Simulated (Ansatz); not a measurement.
Start from Sb in the A7 type structure (space group R-3m, No. 166; a = 4.328 Å, c = 11.344 Å (hexagonal axes); layered).

Structures relaxed with r2SCAN+rVV10 (Ansatz, a program for electronic structure), spin-orbit coupling left out.

Base:

Simulated powder pattern, Cu Kα, λ = 1.54184 Å (kinematic, ideal powder, no thermal factors, no anomalous dispersion; the 10 strongest lines at most, above 2 %, up to 2θ = 90°):

```
2θ (°)  I/Imax (%)    hkl
------  ----------  -----
28.54          100  (012)
39.86           35  (104)
41.74           37  (110)
46.80          6.7  (015)
51.35           19  (202)
59.08           11  (024)
65.56           12  (116)
68.24           16  (122)
74.93           11  (214)
76.20          6.1  (300)
```

After one change:

Simulated powder pattern, Cu Kα, λ = 1.54184 Å (kinematic, ideal powder, no thermal factors, no anomalous dispersion; the 10 strongest lines at most, above 2 %, up to 2θ = 90°):

```tsv
2θ (°)	I/Imax (%)
28.26	100
39.20	35
41.56	37
45.93	8.3
51.02	19
58.45	11
64.49	12
67.83	16
74.25	10
88.08	7.1
```

Q: What was done to the base?
A. pressure −1 GPa
B. pressure 3 GPa
C. pressure 1.5 GPa
D. pressure 0.7 GPa

A: A, pressure −1 GPa. Its volume per atom is 31.64 Å³ against 30.67 Å³, and its space group is R-3m (No. 166).

Load acts through the strain it causes; cell and atoms are relaxed under it. No phonon test of stability was made.
